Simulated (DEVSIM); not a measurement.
Device: abrupt Si p-n junction, at 300 K.

```
layer (left to right)  material  thickness (μm)  Nd (cm⁻³)  Na (cm⁻³)   τn (s)   τp (s)
---------------------  --------  --------------  ---------  ---------  -------  -------
1                            Si            14.0          -     2.2e17  0.00082  0.00082
2                            Si            2.90     1.9e16          -  0.00082  0.00082
```

Left contact: ohmic. Right contact: ohmic. Voltage is applied to the left contact. Recombination: SRH at mid-gap. Mobility is constant in doping.

The device is made up for the run: typed textbook-type constants, with dimensions and the other settings drawn at random. Values at 300 K.

```csv
parameter,Si
gap (eV),1.124
affinity (eV),4.05
permittivity,11.7
Nc (cm⁻³),2.86e19
Nv (cm⁻³),3.1e19
μn (cm²/Vs),1417
μp (cm²/Vs),470
```

Simulated with DEVSIM: 1D drift-diffusion, Boltzmann statistics, complete ionisation; no tunnelling, impact ionisation, image-force lowering or self-heating.

Q: Give the dark reverse current.

A: 
| V (V) | J (A/cm²) |
|---|---|
| -0.04 | -3.8e-11 |
| -0.10 | -4.9e-11 |
| -0.20 | -5.2e-11 |
| -0.30 | -5.4e-11 |
| -0.40 | -5.6e-11 |
| -0.60 | -5.9e-11 |
| -0.80 | -6.2e-11 |
| -1.00 | -6.5e-11 |
| -1.30 | -6.9e-11 |
| -1.60 | -7.2e-11 |
| -2.00 | -7.7e-11 |
